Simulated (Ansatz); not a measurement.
## Bi2Se3: carrier doping

Take Bi$_{2}$Se$_{3}$ (space group R-3m, No. 166) as the base.

```cif
data_Bi6Se9
_chemical_formula_sum 'Bi6 Se9'
_space_group_name_H-M_alt 'R-3m :H'
_space_group_IT_number 166
_space_group_name_Hall '-R 3 2"'
_cell_length_a 4.14431
_cell_length_b 4.14431
_cell_length_c 28.44802
_cell_angle_alpha 90.000
_cell_angle_beta 90.000
_cell_angle_gamma 120.000
loop_
_atom_site_label
_atom_site_type_symbol
_atom_site_symmetry_multiplicity
_atom_site_Wyckoff_symbol
_atom_site_fract_x
_atom_site_fract_y
_atom_site_fract_z
_atom_site_occupancy
Bi1 Bi 6 c 0.00000 0.00000 0.40087 1
Se1 Se 3 a 0.00000 0.00000 0.00000 1
Se2 Se 6 c 0.00000 0.00000 0.21052 1
```
(The calculation used a cell of 5 atoms; values per cell refer to that cell.)

Carriers are added at fixed cell with a uniform background; the Fermi–Dirac width is that of 300 K.

The values are results of PBE-D3(BJ) (Ansatz, a first-principles code), scalar-relativistic without spin-orbit coupling, not measurements.

Notes on the quantities. Fermi level from band edge: Fermi level relative to the doped band's edge (positive inside the band; to 0.05 eV).

```json
[
 {"variant": "undoped", "largest internal atomic displacement": "–", "gap between the host's bands": "0.16 eV", "Fermi level from band edge": "–"},
 {"variant": "electrons 2.0×10^21 cm⁻³", "largest internal atomic displacement": "0.018 Å", "gap between the host's bands": "0.17 eV", "Fermi level from band edge": "+0.90 eV"},
 {"variant": "electrons 5.0×10^21 cm⁻³", "largest internal atomic displacement": "–", "gap between the host's bands": "0.13 eV", "Fermi level from band edge": "+1.05 eV"},
 {"variant": "electrons 1.0×10^22 cm⁻³", "largest internal atomic displacement": "0.107 Å", "gap between the host's bands": "0.05 eV", "Fermi level from band edge": "+1.20 eV"},
 {"variant": "holes 2.0×10^21 cm⁻³", "largest internal atomic displacement": "0.011 Å", "gap between the host's bands": "0.23 eV", "Fermi level from band edge": "+0.50 eV"},
 {"variant": "holes 5.0×10^21 cm⁻³", "largest internal atomic displacement": "0.032 Å", "gap between the host's bands": "0.30 eV", "Fermi level from band edge": "+0.65 eV"},
 {"variant": "holes 1.0×10^22 cm⁻³", "largest internal atomic displacement": "0.080 Å", "gap between the host's bands": "0.41 eV", "Fermi level from band edge": "+0.80 eV"}
]
```

Charged cell with a jellium background: band edges are those of the host's band count, energies are not comparable with the neutral cell, and many-body gap narrowing is missing. Spin-orbit coupling, missing from the scalar runs, can matter with Bi. Stability against distortions was not tested. The zero or small gap of Bi2Se3 can change with the level of theory.
